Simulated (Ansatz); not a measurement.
# Worked example: self-consistent single point of Tc3Os (P6_3/mmc, 8 atoms in the cell) in Ansatz

Method of the run: PBEsol, harder PAW files (source: ansatz) made with PBE (plane waves; Ansatz, a first-principles code).

This input was run:

Ansatz 0.2 input:
```yaml
# Tc3Os
crystal:
  lattice:
    - [5.487700, 0.000000, 0.000000]
    - [-2.743850, 4.752488, 0.000000]
    - [0.000000, 0.000000, 4.351140]
  atoms:
    - { symbol: Tc, position: [0.834330, 0.165670, 0.750000] }
    - { symbol: Tc, position: [0.165670, 0.834330, 0.250000] }
    - { symbol: Tc, position: [0.668660, 0.834330, 0.250000] }
    - { symbol: Tc, position: [0.331340, 0.165670, 0.750000] }
    - { symbol: Tc, position: [0.834330, 0.668660, 0.750000] }
    - { symbol: Tc, position: [0.165670, 0.331340, 0.250000] }
    - { symbol: Os, position: [0.666667, 0.333333, 0.250000] }
    - { symbol: Os, position: [0.333333, 0.666667, 0.750000] }
basis:
  ecutwfc: 500.0 eV
kpoints:
  mp_grid: { grid: [5, 5, 5] }
hamiltonian:
  xc: pbesol
  pseudopotentials: { kind: paw, source: ansatz }
scf:
  occupations: { method: gaussian, width: 0.2 eV }
output:
  forces: true
  eigenvalues: true
  stress: true
```

Output, abridged:

```
WARN the atoms were moved onto the symmetric positions of the space group found under crystal.symmetry.tolerance 1.0e-5 (fractional …
WARN ansatz: RAYON_NUM_THREADS=1 ignored (pool sized by the plan → 1); use --threads N
Pseudopotentials: kind: paw
Pseudopotential: Tc, paw, valence charge 15
Pseudopotential: Os, paw, valence charge 16
Crystal: 8 atoms, lattice volume = 113.479 Å³
Basis set: ecut = 500 eV, 2877 PW (Γ), exchange–correlation on 90×90×64 points (8 copies of the dense FFT grid, shifted against one another)
Bands: 74, of which v1, the nominal top of the filled ones, is band 61 counted from 1 (60 counted from 0)
Symmetry: 24 space group operations
Space group: P63/mmc (ITA 194), of the structure as read, at distance tolerance 4.8e-5 Å
k-points: 15 of 125
PAW frozen core: Tc, regenerated for the run's functional, and the local potential with it
PAW frozen core: Os, as the file was generated: the file has a core shell of l = 3 and no partial wave of that l …
Initial density: superposition of atomic densities (chi_scale 0.1, normalization cell, long waves kept (reshape's long-wave potential 0.00 eV rms))
Initial wavefunctions: pseudopotential atomic-orbital guess
Eigensolver: davidson
Functional: x = pbesol(κ = 0.804, μ = 0.12345679012345678), c = pbesol(β = 0.046)
SCF iter   1: F=—  HF=-54690.971873 eV  |F-HF|=—  |Δ(HF+E_count)|=         —  Δρ=1.23e-1  dr2=3.84e1  ethr=3.10e-3  ⟨swp⟩=5.1  Hψ=4038  notcnv=0
all-band conjugate gradients solve this SCF's bands
preconditioner: auto → Kerker (q_TF=auto, 2.761 Å⁻¹)
SCF iter   2: F=—  HF=-54686.797045 eV  |F-HF|=—  |Δ(HF+E_count)|=    4.17e0  Δρ=5.70e-2  dr2=8.40e0  ethr=3.10e-3  ⟨swp⟩=2.3  Hψ=1871  notcnv=0  defer=70
SCF iter   3: F=—  HF=-54685.691596 eV  |F-HF|=—  |Δ(HF+E_count)|=    1.11e0  Δρ=7.01e-3  dr2=7.19e-2  ethr=3.10e-3  ⟨swp⟩=2.3  Hψ=1771  notcnv=0  defer=68
SCF iter   4: F=—  HF=-54685.662624 eV  |F-HF|=—  |Δ(HF+E_count)|=   2.90e-2  Δρ=2.45e-3  dr2=1.46e-2  ethr=5.89e-5  ⟨swp⟩=2.2  Hψ=2172  notcnv=0  defer=60
SCF iter   5: F=—  HF=-54685.660441 eV  |F-HF|=—  |Δ(HF+E_count)|=   2.18e-3  Δρ=7.55e-4  dr2=9.63e-4  ethr=1.20e-5  ⟨swp⟩=2.0  Hψ=1444  notcnv=0  defer=60
SCF iter   6: F=—  HF=-54685.660256 eV  |F-HF|=—  |Δ(HF+E_count)|=   1.85e-4  Δρ=1.18e-4  dr2=2.41e-5  ethr=7.89e-7  ⟨swp⟩=2.0  Hψ=1455  notcnv=0  defer=60
SCF iter   7: F=—  HF=-54685.660248 eV  |F-HF|=—  |Δ(HF+E_count)|=   7.97e-6  Δρ=1.21e-5  dr2=1.15e-7  ethr=1.98e-8  ⟨swp⟩=2.0  Hψ=1495  notcnv=0  defer=60
SCF iter   8: F=-54685.660248 eV  HF=-54685.660248 eV  |F-HF|=1.15e-8  |Δ(HF+E_count)|=   3.48e-9  Δρ=3.60e-6  dr2=1.48e-8  ethr=8.20e-11  ⟨swp⟩=10.2  Hψ=4295  notcnv=0
SCF 1 converged in 8 iterations: F = -54685.660248 eV  dr2 = 1.48e-8
SCF converged after 8 iterations
Free energy (F): -54685.660248 eV
Harris-Foulkes:  -54685.660248 eV  (|F-HF|=1.15e-8)
Internal energy: -54685.471727 eV  (E = F + TS)
E sigma→0 (E₀):  -54685.565988 eV
Entropy (-TS):   -0.188521 eV (-23.565 meV/atom)
Fermi energy:    23.294703 eV
--- Per-component energies (eV) ---
  E_band       = -414.596337
  E_kinetic    = 5108.470244
  E_local      = -8583.357138  (includes V_loc(G=0)·N_el)
  E_nonlocal   = 1385.519148
  E_hartree    = 2479.118953
  E_xc         = -2261.557473
  E_vxc        = -2412.345868  (∫ρ·V_xc dr)
  E_paw        = -36828.361499  (= ΣΔE_a)
  E_vpaw       = -871.126110  (= ΣTr[D̂ρ^β])
  E_aug_tail   = -0.000074  (compensation charges beyond the density's cutoff)
  E_ewald      = -15986.664955
  E_core_change = 1.361067  (= ΣΔE_core)
  E_smearing   = -0.188521  (= −TS)
  E_closure    = 0.000000  (closes the sum)
  Σ components = -54685.660248   (vs F -54685.660248, Δ=0.00e0)
--- Forces (eV/Å), atoms counted from 1 ---
  atom   1  Tc    -0.01012766     0.00584720     0.00000000
  atom   2  Tc     0.01012766    -0.00584720     0.00000000
  atom   3  Tc    -0.01012766    -0.00584720     0.00000000
  atom   4  Tc     0.01012766     0.00584720     0.00000000
  atom   5  Tc    -0.00000000    -0.01169441     0.00000000
  atom   6  Tc    -0.00000000     0.01169441     0.00000000
  atom   7  Os    -0.00000000     0.00000000     0.00000000
  atom   8  Os     0.00000000    -0.00000000     0.00000000
  max |Σ_I F_I| component: 9.83e-18 eV/Å
--- Stress (GPa, compression-positive) ---
       -5.568891      -0.000000       0.000000
        0.000000      -5.568891       0.000000
        0.000000       0.000000      -3.895758
  P = ⅓ Tr σ = -5.0112 GPa (-50.112 kbar)
  The stress holds the Pulay correction. Without it, at fixed plane waves, as pw.x and ABINIT print it: P = -5.0303 GPa
--- Band table (eV; the first three rows and the last of 15) ---
  k-point 0: bands = ["-62.6969", "-62.6963", "-43.4799", "-43.3303", "-43.3303", "-43.3003", "-43.2423", "-43.2423", "-22.1025", "-22.0841", "-22.0702", "-22.0702", "-22.0515", "-22.0515", "-16.0231", "-15.9586", "-15.7806", "-15.6551", "-15.6551", [...]
  k-point 1: bands = ["-62.6968", "-62.6963", "-43.4631", "-43.3219", "-43.3219", "-43.3179", "-43.2507", "-43.2507", "-22.0985", "-22.0846", "-22.0701", "-22.0701", "-22.0549", "-22.0549", "-16.0060", "-15.9751", "-15.7988", "-15.7988", "-15.7006", [...]
  k-point 2: bands = ["-62.6966", "-62.6964", "-43.4189", "-43.3634", "-43.2998", "-43.2998", "-43.2726", "-43.2726", "-22.0912", "-22.0864", "-22.0681", "-22.0681", "-22.0622", "-22.0622", "-15.9779", "-15.9740", "-15.8478", "-15.8478", "-15.7930", [...]
  k-point 14: bands = ["-62.6965", "-62.6965", "-43.3748", "-43.3460", "-43.3281", "-43.3139", "-43.2894", "-43.2768", "-22.0892", "-22.0882", "-22.0587", "-22.0559", "-22.0522", "-22.0517", "-15.8761", "-15.8230", "-15.7922", "-15.7380", [...]
```

The run converged in 8 iterations.

The starting cell comes from a database of computed structures (which also holds hypothetical and non-ambient phases and stackings), without a prior relaxation at this level. Spin-orbit coupling is off. Spin polarisation is off. With a pressure of about -5 GPa the cell is away from its equilibrium volume at this level. Ansatz's pressure includes its estimate of the finite-basis (Pulay) stress.
